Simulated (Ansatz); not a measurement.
A computed series for CuI: response to strain

Base system: CuI in the zinc blende structure (space group F-43m, No. 216; a = 6.0228 Å).

Strains are applied to the cell and any free atomic positions relax.

Computed with r2SCAN/PAW in Ansatz (a program for electronic structure), without spin-orbit coupling.

```csv
isotropic strain (%),pressure (GPa)
-3,5.1
-2.5,4.0
-2,?
-1.5,2.2
-1,1.4
-0.5,0.7
0,0.0
```

**Question.** Fit P = P₀ − Bδ + Cδ² with δ = (1 + ε)³ − 1 to the rows shown and predict the withheld row.

**Answer.** Least squares on the printed values gives P₀ = 0.0 GPa, B = 40.1 GPa, C = 202 GPa (largest residual 0.0 GPa); this predicts 3.1 GPa, and the run gives 3.1 GPa, in agreement.

No phonon test of stability was made. All final runs are without spin polarisation.
